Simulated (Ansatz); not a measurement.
Consider AlN in the wurtzite structure (space group P6_3mc, No. 186; a = 3.1303 Å, c = 5.0180 Å).

(Cell as relaxed with PBE.)

Levels (all Ansatz, a quantum-chemistry and plane-wave program, PAW): PBE (420 eV, no spin-orbit coupling); PBEsol (420 eV, without spin-orbit coupling).

Each level relaxes its own structure.

```json
[
 {"base": "volume per atom", "PBE": "10.65 Å³", "PBEsol": "10.46 Å³"},
 {"base": "lattice parameter a", "PBE": "3.130 Å", "PBEsol": "3.114 Å"},
 {"base": "band gap", "PBE": "4.03 eV", "PBEsol": "4.09 eV"}
]
```

The change: a hydrostatic pressure of 4.5 GPa.

| quantity | PBE | PBEsol |
|---|---|---|
| c/a ratio | 1.601 | … |
| band gap | 4.22 eV | … |
| volume per atom | 10.41 Å³ | … |

Question: What does PBEsol give?

Answer: 
- c/a ratio, PBEsol: 1.598
- band gap, PBEsol: 4.27 eV
- volume per atom, PBEsol: 10.24 Å³

PBE's c/a ratio lies 0.003 above PBEsol's; PBE's band gap lies 0.05 eV below PBEsol's; PBE's volume per atom lies 0.17 Å³ above PBEsol's (1.7 %). Neither level is exact; PBEsol is the comparison here, not a measurement.

Load acts through the strain it causes; cell and atoms are relaxed under it. Whether these cells are dynamically stable was not tested. Tetrahedral semiconductors of this kind turn to denser phases somewhere between about 1 and 50 GPa; those were not computed, so compressed cells here can lie past the real transition.
